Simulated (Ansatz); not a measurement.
The parent structure is WC (space group P-6m2, No. 187; a = 2.9226 Å, c = 2.8464 Å; relaxed with 0.1 eV smearing). Axes: x lies along a and z along c of the hexagonal cell.

All numbers come from PBE (Ansatz, a quantum-chemistry and plane-wave program; PAW; 420 eV plane waves; no spin-orbit coupling), earlier PAW set.

Modification: uniaxial stress, 0.5 GPa compression along z; all other stress components relax to zero.

Question: Estimate the effect on the strain response.

Answer: The strain response (xx, yy, zz) is (+0.01, +0.01, −0.06) %.

Question: Estimate the effect on the energy relative to the base.

Answer: The energy hardly moves.

Stability under load was not tested beyond the relaxation. All final runs are without spin polarisation.
